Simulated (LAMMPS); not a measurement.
System: Si (diamond structure), 216 atoms, at 100 K and 0 GPa, heated as the crystal.

Computed with MD with a machine-learned potential, pair style snap, file Si_Zuo_JPCA2020.snap; code LAMMPS.

| r (Å) | g(r) |
|---|---|
| 2.180 | 0.000 |
| 2.220 | 0.005 |
| 2.260 | 0.064 |
| 2.300 | 1.64 |
| 2.340 | 9.10 |
| 2.380 | 12.9 |
| 2.420 | 4.75 |
| 2.460 | 0.554 |
| 2.500 | 0.020 |
| 2.540 | 0.000 |
| 2.580 | 0.000 |
| 2.620 | 0.000 |
| 2.660 | 0.000 |
| 2.700 | 0.000 |
| 2.740 | 0.000 |
| 2.780 | 0.000 |
| 2.820 | 0.000 |
| 2.860 | 0.000 |
| 2.900 | 0.000 |
| 2.940 | 0.000 |
| 2.980 | 0.000 |
| 3.020 | 0.000 |
| 3.060 | 0.000 |
| 3.100 | 0.000 |
| 3.140 | 0.000 |
| 3.180 | 0.000 |
| 3.220 | 0.000 |
| 3.260 | 0.000 |
| 3.300 | 0.000 |
| 3.340 | 0.000 |
| 3.380 | 0.000 |
| 3.420 | 0.000 |
| 3.460 | 0.000 |
| 3.500 | 0.000 |
| 3.540 | 0.000 |
| 3.580 | 0.000 |
| 3.620 | 0.000 |
| 3.660 | 0.002 |
| 3.700 | 0.042 |
| 3.740 | 0.407 |
| 3.780 | 2.17 |
| 3.820 | 6.02 |
| 3.860 | 10.1 |
| 3.900 | 8.64 |
| 3.940 | 4.09 |
| 3.980 | 1.06 |
| 4.020 | 0.170 |
| 4.060 | 0.021 |
| 4.100 | 0.000 |
| 4.140 | 0.000 |
| 4.180 | 0.000 |
| 4.220 | 0.000 |
| 4.260 | 0.000 |
| 4.300 | 0.003 |
| 4.340 | 0.019 |
| 4.380 | 0.113 |
| 4.420 | 0.752 |
| 4.460 | 2.51 |
| 4.500 | 5.31 |
| 4.540 | 6.68 |
| 4.580 | 5.17 |
| 4.620 | 2.42 |
| 4.660 | 0.664 |
| 4.700 | 0.117 |
| 4.740 | 0.013 |
| 4.780 | 0.000 |
| 4.820 | 0.000 |
| 4.860 | 0.000 |
| 4.900 | 0.000 |
| 4.940 | 0.000 |
| 4.980 | 0.000 |
| 5.020 | 0.000 |
| 5.060 | 0.000 |
| 5.100 | 0.000 |
| 5.140 | 0.000 |
| 5.180 | 0.000 |
| 5.220 | 0.001 |
| 5.260 | 0.002 |
| 5.300 | 0.033 |
| 5.340 | 0.166 |
| 5.380 | 0.630 |
| 5.420 | 1.42 |
| 5.460 | 2.07 |
| 5.500 | 2.09 |
| 5.540 | 1.21 |
| 5.580 | 0.426 |
| 5.620 | 0.097 |
| 5.660 | 0.021 |
| 5.700 | 0.000 |
| 5.740 | 0.001 |
| 5.780 | 0.009 |
| 5.820 | 0.134 |
| 5.860 | 0.621 |
| 5.900 | 1.93 |
| 5.940 | 3.53 |
| 5.980 | 3.90 |
| 6.020 | 2.52 |
| 6.060 | 0.889 |
| 6.100 | 0.202 |
| 6.140 | 0.025 |
| 6.180 | 0.004 |
| 6.220 | 0.001 |

Read from the full data:
- state found: crystal; no diffusion seen in 9.0 ps
- first peak of g(r): 2.37 Å, height 12.9
- coordination number: 4.00 (counted to 3.10 Å)
